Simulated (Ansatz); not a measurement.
Reference: CuI (P6_3mc), PBEsol with spin-orbit coupling, rigid bands (plane waves, PAW; Ansatz, a program for electronic structure); axes and stresses refer to this cell.

```
CELL_PARAMETERS angstrom
      4.18683     0.00000     0.00000
     -2.09341     3.62590     0.00000
      0.00000     0.00000     6.89765
ATOMIC_POSITIONS crystal
  Cu 0.66667 0.33333 0.87374
  Cu 0.33333 0.66667 0.37374
  I  0.66667 0.33333 0.50126
  I  0.33333 0.66667 0.00126
```

* **electron conductivity mass**: 0.151 mₑ
* **Seebeck coefficient, n-type 1e19 cm⁻³**: -91 μV/K
* **hole conductivity mass**: 0.76 mₑ

**Question.** Change: biaxial stress xx = yy = -1 GPa (compression positive). What happens to electron conductivity mass, Seebeck coefficient, n-type 1e19 cm⁻³, hole conductivity mass?

**Answer.** electron conductivity mass moves little, to 0.151 mₑ; Seebeck coefficient, n-type 1e19 cm⁻³ moves little, to -90 μV/K; hole conductivity mass increases to 0.85 mₑ.

**Question.** Change: uniaxial stress zz = 2 GPa (compression positive). What happens to electron conductivity mass, Seebeck coefficient, n-type 1e19 cm⁻³, hole conductivity mass?

**Answer.** electron conductivity mass moves little, to 0.152 mₑ; Seebeck coefficient, n-type 1e19 cm⁻³ moves little, to -91 μV/K; hole conductivity mass goes up to 0.85 mₑ.

Masses are for dilute carriers at 300 K, harmonic means over directions unless an axis is named. Seebeck coefficients are for the stated density at 300 K, with one relaxation time for all states and whether or not that doping can be reached. Stresses and pressures are the targets of the relaxation.  The structure type is held under load, also where the real crystal would transform.

Formula and space group known from diffraction (Crystallography Open Database), not checked to be the room-temperature form: CuI (P6_3mc).
